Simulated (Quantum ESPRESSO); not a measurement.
A working Quantum ESPRESSO input for LaMg6Ga (Amm2, 8 atoms in the cell) (DFT, LDA (PZ), plane waves, GBRV 1.5 ultrasoft (LDA) pseudopotentials):

```fortran
&control
    calculation = 'scf'
    prefix = 'scf'
    outdir = './tmp'
    pseudo_dir = './'
    tprnfor = .true.
    tstress = .true.
/
&system
    ibrav = 0
    nat = 8
    ntyp = 3
    ecutwfc = 50
    ecutrho = 250
    occupations = 'smearing'
    smearing = 'fermi-dirac'
    degauss = 0.0036749
/
&electrons
    conv_thr = 1.0e-11
/
ATOMIC_SPECIES
La   138.9055  la_lda_v1.uspp.F.UPF
Mg    24.3050  mg_lda_v1.4.uspp.F.UPF
Ga    69.7230  ga_lda_v1.4.uspp.F.UPF
ATOMIC_POSITIONS angstrom
La    2.6031050000    0.0000000000    2.1394434375
Mg    2.6031050000    1.5700003040    5.1093881250
Mg    2.6031050000   -1.5700003040    5.1093881250
Mg    0.0000000000    1.5102063540    6.9555081500
Mg    0.0000000000   -1.5102063540    6.9555081500
Mg    0.0000000000    0.0000000000    4.1201287375
Mg    0.0000000000    0.0000000000    9.8780300125
Ga    2.6031050000    0.0000000000    7.8776052625
K_POINTS automatic
4 3 3  0 0 0
CELL_PARAMETERS bohr
   9.8383110473     0.0000000000     0.0000000000
   0.0000000000     5.9470626005    11.3726080338
   0.0000000000    -5.9470626005    11.3726080338
```

The run converged in 15 iterations: free energy E − TS -17246.3208 eV; Fermi level (on the code's own zero) 6.62 eV; pressure -2.66 GPa; largest force (vector length) 0.233 eV/Å. Each of these slips is then made, one at a time:

(1)
files of La and Mg swapped in ATOMIC_SPECIES, so the sites hold each other's element; pseudopotentials: {La: la_lda_v1.uspp.F.UPF, Mg: mg_lda_v1.4.uspp.F.UPF, Ga: ga_lda_v1.4.uspp.F.UPF} → {La: mg_lda_v1.4.uspp.F.UPF, Mg: la_lda_v1.uspp.F.UPF, Ga: ga_lda_v1.4.uspp.F.UPF}

(2)
```diff
-    ntyp = 3
+    ntyp = 4
```

Task: Predict the outcome of each change.

Result: 
(1) Potential files assigned to the wrong elements. The run converged in 19 iterations without an error; against the sound input the pressure goes from -2.66 to 8.12 GPa and the largest force goes from 0.233 to 0.875 eV/Å. The full log also holds: “c_bands:  1 eigenvalues not converged”.

(2) A species count that does not match the list of species. The program stopped before any SCF iteration.
```
Error in routine  card_atomic_species (5010):
cannot read atomic specie from: ATOMIC_POSITIONS angstrom
```

The starting cell comes from a database of computed structures (which also holds hypothetical and non-ambient phases and stackings), without a prior relaxation at this level. Without a gap this mesh is coarse (it stands for a supercell whose shortest vector is 19 Å).

Left out of this page: 5 runs of the series outside the window shown, repeating another row's setting, or not comparable.
